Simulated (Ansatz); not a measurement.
Ansatz (a quantum-chemistry and plane-wave program) run on a (110) slab of NiAl (cut from a parent of space group no. 221; 10 atoms in the cell): self-consistent single point

Computed with LDA (PW92), default PAW files made with PBE (plane waves; Ansatz).

The input file:

Ansatz 0.2 input:
```yaml
# AlNi
crystal:
  lattice:
    - [2.881330, 0.000000, 0.000000]
    - [0.000000, 4.074816, 0.000000]
    - [0.000000, 0.000000, 22.149707]
  atoms:
    - { symbol: Al, position: [0.500000, 0.250000, 0.316031] }
    - { symbol: Ni, position: [0.000000, 0.750000, 0.316031] }
    - { symbol: Al, position: [0.500000, 0.750000, 0.408014] }
    - { symbol: Ni, position: [0.000000, 0.250000, 0.408014] }
    - { symbol: Al, position: [0.500000, 0.250000, 0.500002] }
    - { symbol: Ni, position: [0.000000, 0.750000, 0.500002] }
    - { symbol: Al, position: [0.500000, 0.750000, 0.591986] }
    - { symbol: Ni, position: [0.000000, 0.250000, 0.591986] }
    - { symbol: Al, position: [0.500000, 0.250000, 0.683969] }
    - { symbol: Ni, position: [0.000000, 0.750000, 0.683969] }
basis:
  ecutwfc: 420.0 eV
kpoints:
  mp_grid: { grid: [8, 7, 1] }
hamiltonian:
  xc: lda
  pseudopotentials: { kind: paw }
scf:
  occupations: { method: fermi_dirac, width: 0.1 eV }
output:
  forces: true
  eigenvalues: true
  stress: true
```

Log, with long lists cut:

```
WARN the atoms were moved onto the symmetric positions of the space group found under crystal.symmetry.tolerance 1.0e-5 (fractional …
WARN ansatz: RAYON_NUM_THREADS=1 ignored (pool sized by the plan → 1); use --threads N
Pseudopotentials: kind: paw
Pseudopotential: Al, paw, valence charge 3
Pseudopotential: Ni, paw, valence charge 18
Crystal: 10 atoms, lattice volume = 260.057 Å³
Basis set: ecut = 420 eV, 5063 PW (Γ)
Bands: 63, of which v1, the nominal top of the filled ones, is band 53 counted from 1 (52 counted from 0)
Symmetry: 8 space group operations
Space group: Pmmm (ITA 47), of the structure as read, at distance tolerance 6.4e-5 Å
k-points: 20 of 56
PAW frozen core: Al, regenerated for the run's functional, and the local potential with it
PAW frozen core: Ni, regenerated for the run's functional, and the local potential with it
Initial density: superposition of atomic densities (neutral atoms: chi_scale 0, normalization atom), corrected by the library's trained network
Initial wavefunctions: pseudopotential atomic-orbital guess
Eigensolver: davidson
Functional: x = slater, c = lda
SCF iter   1: F=—  HF=-31435.245425 eV  |F-HF|=—  |Δ(HF+E_count)|=         —  Δρ=1.00e-2  dr2=1.59e-1  ethr=1.77e-3  ⟨swp⟩=10.1  Hψ=6050  notcnv=0  defer=9
all-band conjugate gradients solve this SCF's bands
preconditioner: auto → LDOS
SCF iter   2: F=—  HF=-31435.290670 eV  |F-HF|=—  |Δ(HF+E_count)|=   4.52e-2  Δρ=1.66e-2  dr2=4.20e-1  ethr=1.52e-4  ⟨swp⟩=2.8  Hψ=2745  notcnv=0  defer=30
SCF iter   3: F=—  HF=-31435.235410 eV  |F-HF|=—  |Δ(HF+E_count)|=   5.53e-2  Δρ=4.45e-3  dr2=3.23e-2  ethr=1.52e-4  ⟨swp⟩=3.0  Hψ=2840  notcnv=0  defer=30
SCF iter   4: F=—  HF=-31435.231932 eV  |F-HF|=—  |Δ(HF+E_count)|=   3.48e-3  Δρ=1.67e-3  dr2=4.76e-3  ethr=3.07e-5  ⟨swp⟩=1.9  Hψ=1689  notcnv=0  defer=27
SCF iter   5: F=—  HF=-31435.231545 eV  |F-HF|=—  |Δ(HF+E_count)|=   3.87e-4  Δρ=6.16e-4  dr2=6.79e-4  ethr=4.54e-6  ⟨swp⟩=2.0  Hψ=1755  notcnv=0  defer=27
SCF iter   6: F=—  HF=-31435.231502 eV  |F-HF|=—  |Δ(HF+E_count)|=   4.32e-5  Δρ=9.40e-5  dr2=2.18e-5  ethr=6.47e-7  ⟨swp⟩=2.1  Hψ=1801  notcnv=0  defer=27
SCF iter   7: F=—  HF=-31435.231512 eV  |F-HF|=—  |Δ(HF+E_count)|=   1.04e-5  Δρ=5.36e-5  dr2=6.25e-6  ethr=2.08e-8  ⟨swp⟩=2.7  Hψ=2330  notcnv=0  defer=27
SCF iter   8: F=—  HF=-31435.231513 eV  |F-HF|=—  |Δ(HF+E_count)|=   1.09e-6  Δρ=2.32e-5  dr2=1.38e-6  ethr=5.95e-9  ⟨swp⟩=2.0  Hψ=1653  notcnv=0  defer=27
SCF iter   9: F=—  HF=-31435.231514 eV  |F-HF|=—  |Δ(HF+E_count)|=   5.08e-8  Δρ=6.88e-6  dr2=1.46e-7  ethr=1.31e-9  ⟨swp⟩=1.6  Hψ=1365  notcnv=0  defer=27
SCF iter  10: F=-31435.231514 eV  HF=-31435.231514 eV  |F-HF|=1.17e-8  |Δ(HF+E_count)|=   5.41e-8  Δρ=2.58e-6  dr2=1.05e-8  ethr=9.52e-11  ⟨swp⟩=14.7  Hψ=5654  notcnv=0
SCF 1 converged in 10 iterations: F = -31435.231514 eV  dr2 = 1.05e-8
SCF converged after 10 iterations
Free energy (F): -31435.231514 eV
Harris-Foulkes:  -31435.231514 eV  (|F-HF|=1.17e-8)
Internal energy: -31435.058280 eV  (E = F + TS)
E sigma→0 (E₀):  -31435.144897 eV
Entropy (-TS):   -0.173234 eV (-17.323 meV/atom)
Fermi energy:    3.554912 eV
--- Per-component energies (eV) ---
  E_band       = -2733.629503
  E_kinetic    = 1549.924206
  E_local      = -115985.721888  (includes V_loc(G=0)·N_el)
  E_nonlocal   = 3260.142559
  E_hartree    = 55910.026556
  E_xc         = -621.750434
  E_vxc        = -696.778587  (∫ρ·V_xc dr)
  E_paw        = -10049.745058  (= ΣΔE_a)
  E_vpaw       = -2681.243532  (= ΣTr[D̂ρ^β])
  E_aug_tail   = 0.002003  (compensation charges beyond the density's cutoff)
  E_ewald      = 34499.614591
  E_core_change = 2.449185  (= ΣΔE_core)
  E_smearing   = -0.173234  (= −TS)
  E_closure    = -0.000000  (closes the sum)
  Σ components = -31435.231514   (vs F -31435.231514, Δ=0.00e0)
--- Forces (eV/Å), atoms counted from 1 ---
  atom   1  Al     0.00000000     0.00000000    -0.22404858
  atom   2  Ni     0.00000000     0.00000000     0.96649760
  atom   3  Al     0.00000000     0.00000000    -0.36344881
  atom   4  Ni     0.00000000     0.00000000     0.30342998
  atom   5  Al     0.00000000     0.00000000     0.00000000
  atom   6  Ni    -0.00000000     0.00000000     0.00000000
  atom   7  Al     0.00000000     0.00000000     0.36344881
  atom   8  Ni     0.00000000     0.00000000    -0.30342998
  atom   9  Al     0.00000000     0.00000000     0.22404858
  atom  10  Ni     0.00000000     0.00000000    -0.96649760
  max |Σ_I F_I| component: 1.11e-16 eV/Å
--- Stress (GPa, compression-positive) ---
       -6.767218       0.000000       0.000000
        0.000000      -6.279717       0.000000
        0.000000       0.000000      -3.575834
  P = ⅓ Tr σ = -5.5409 GPa (-55.409 kbar)
  The stress holds the Pulay correction. Without it, at fixed plane waves, as pw.x and ABINIT print it: P = -5.5813 GPa
--- Band table (eV; the first three rows and the last of 20) ---
  k-point 0: bands = ["-98.9605", "-98.9418", "-98.9418", "-98.5442", "-98.5442", "-59.8174", "-59.8002", "-59.7887", "-59.7860", "-59.7841", "-59.7790", "-59.7788", "-59.7777", "-59.7752", "-59.4989", "-59.4989", "-59.3810", "-59.3810", "-59.2581", [...]
  k-point 1: bands = ["-98.9605", "-98.9418", "-98.9418", "-98.5442", "-98.5442", "-59.8175", "-59.8008", "-59.7887", "-59.7852", "-59.7845", "-59.7790", "-59.7789", "-59.7773", "-59.7756", "-59.4989", "-59.4989", "-59.3810", "-59.3810", "-59.2581", [...]
  k-point 2: bands = ["-98.9604", "-98.9418", "-98.9418", "-98.5442", "-98.5442", "-59.8176", "-59.8019", "-59.7886", "-59.7853", "-59.7834", "-59.7790", "-59.7790", "-59.7766", "-59.7765", "-59.4990", "-59.4990", "-59.3810", "-59.3810", "-59.2581", [...]
  k-point 19: bands = ["-98.9590", "-98.9404", "-98.9404", "-98.5428", "-98.5428", "-59.8156", "-59.8117", "-59.8021", "-59.8021", "-59.8005", "-59.7840", "-59.7797", "-59.7757", "-59.7740", "-59.4971", "-59.4971", "-59.4035", "-59.4035", [...]
```

The run converged in 10 iterations.

The starting cell has typed, rounded lattice constants, without a prior relaxation at this level. The slab is cut from that crystal, and its faces are unrelaxed. Its lattice was rescaled by up to half a per cent. Spin polarisation is off.
